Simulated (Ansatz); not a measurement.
Where the default PAW files enter, the runs use the earlier of Ansatz's two default sets.

The decay constant κ of evanescent states in the gap governs leakage through a thin film.

Consider the following.

```xyz
5
Lattice="3.9127 0.0000 0.0000 0.0000 3.9127 0.0000 0.0000 0.0000 3.9127" Properties=species:S:1:pos:R:3 pbc="T T T"
Sr     0.0000     0.0000     0.0000
Ti     1.9564     1.9564     1.9564
O      1.9564     0.0000     1.9564
O      0.0000     1.9564     1.9564
O      1.9564     1.9564     0.0000
```

Space group of this cell: Pm-3m, cubic perovskite. The cell is taken as given; by PBEsol its mean pressure is -2.9 GPa.

Transport runs along the normal of the first two printed cell vectors, the (001) plane of the conventional cell.

The gap is the functional's own. No spin-orbit coupling. Mid-gap values are those at the computed energy nearest the middle.

State the band gap and the smallest decay constant κ at mid-gap according to PBEsol (Ansatz, a first-principles code).

Gap 1.83 eV on a 8×8×8 mesh; κ = 0.242 1/Å, at the zone centre.
